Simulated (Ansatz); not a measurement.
**One base run on V₂H (C2/m, 3 atoms in the cell) and variants with one or two settings moved**

```
V2H
1.0
    2.16011    -1.43413     0.00000
    2.16011     1.43413     0.00000
   -0.55091     0.00000     4.28698
V H
2 1
Direct
  0.26961   0.26961   0.73227
  0.73039   0.73039   0.26773
  0.00000   0.00000   0.00000
```

Base run A: Ansatz (a program for electronic structure) with PBEsol, default PAW files made with PBE, self-consistent single point.

Its settings: kpoints.mp_grid.grid = 18 18 10; hamiltonian.xc = pbesol; hamiltonian.pseudopotentials = {kind: paw} (the program's default PAW files); scf.occupations.method = cold; scf.occupations.width = 0.1 eV.

The starting cell comes from a database of computed structures (which also holds hypothetical and non-ambient phases and stackings), without a prior relaxation at this level. Its lattice was rescaled by a random factor within 2.5 % of one. Spin polarisation is off. In the base run, with a pressure of about 11 GPa the cell is away from its equilibrium volume at this level. Ansatz's pressure includes its estimate of the finite-basis (Pulay) stress.

ΔF is the free energy per atom less that of run A. 

```json
[
 {"run": "A", "change": "base", "ΔF (meV/atom)": "0.00", "pressure (GPa)": "11.38", "largest force (eV/Å)": "0.076", "k-points": "866", "valence electrons": "27"},
 {"run": "B", "change": "scf.occupations.width: 0.1 eV → 0.2 eV", "ΔF (meV/atom)": "0.57", "pressure (GPa)": "11.39", "largest force (eV/Å)": "0.077", "k-points": "866", "valence electrons": "27"},
 {"run": "C", "change": "scf.occupations.width: 0.1 eV → 0.05 eV", "ΔF (meV/atom)": "-0.13", "pressure (GPa)": "11.39", "largest force (eV/Å)": "0.075", "k-points": "866", "valence electrons": "27"},
 {"run": "D", "change": "kpoints.mp_grid.grid: 18 18 10 → 13 13 7", "ΔF (meV/atom)": "0.07", "pressure (GPa)": "11.42", "largest force (eV/Å)": "0.076", "k-points": "322", "valence electrons": "27"},
 {"run": "E", "change": "2 x 1 x 1 supercell, mesh divided to match; kpoints.mp_grid.grid: 18 18 10 → 9 18 10", "ΔF (meV/atom)": "0.00", "pressure (GPa)": "11.38", "largest force (eV/Å)": "0.076", "k-points": "812", "valence electrons": "54"},
 {"run": "F", "change": "crystal.symmetry.detect: default → false", "ΔF (meV/atom)": "0.00", "pressure (GPa)": "11.38", "largest force (eV/Å)": "0.076", "k-points": "1624", "valence electrons": "27"},
 {"run": "G", "change": "kpoints.mp_grid.grid: 18 18 10 → 4 4 3", "ΔF (meV/atom)": "11.5", "pressure (GPa)": "11.82", "largest force (eV/Å)": "0.065", "k-points": "17", "valence electrons": "27"},
 {"run": "H", "change": "scf.convergence.dr2_threshold: default (1e-07 eV) → 1e-05 eV", "ΔF (meV/atom)": "0.00", "pressure (GPa)": "11.39", "largest force (eV/Å)": "0.076", "k-points": "866", "valence electrons": "27"},
 {"run": "I", "change": "scf.self_checks: default → high", "ΔF (meV/atom)": "0.00", "pressure (GPa)": "11.38", "largest force (eV/Å)": "0.076", "k-points": "866", "valence electrons": "27"},
 {"run": "J", "change": "scf.mixing.preconditioner: default (the program chose none) → kerker; scf.mixing.q_tf: default → 3", "ΔF (meV/atom)": "0.00", "pressure (GPa)": "11.38", "largest force (eV/Å)": "0.076", "k-points": "866", "valence electrons": "27"},
 {"run": "K", "change": "scf.mixing.algorithm: default (the program chose MSR1) → broyden; scf.mixing.beta: default → 0.2", "ΔF (meV/atom)": "0.00", "pressure (GPa)": "11.38", "largest force (eV/Å)": "0.076", "k-points": "866", "valence electrons": "27"},
 {"run": "L", "change": "scf.mixing.algorithm: default (the program chose MSR1) → anderson; scf.mixing.ndim: default → 12", "ΔF (meV/atom)": "0.00", "pressure (GPa)": "11.38", "largest force (eV/Å)": "0.076", "k-points": "866", "valence electrons": "27"}
]
```

Run D against A: The free energy is nearly the same (within 1 meV/atom), the pressure hardly changes (11.38 to 11.42 GPa) and the largest force stays at 0.076 eV/Å.

Run G against A: The free energy rises by 11.5 meV/atom, the pressure goes from 11.38 to 11.82 GPa and the largest force goes from 0.076 to 0.065 eV/Å.

Run K against A: The free energy hardly moves (within 1 meV/atom), the pressure stays at 11.38 GPa and the largest force stays at 0.076 eV/Å.

Keys are those of Ansatz 0.2.
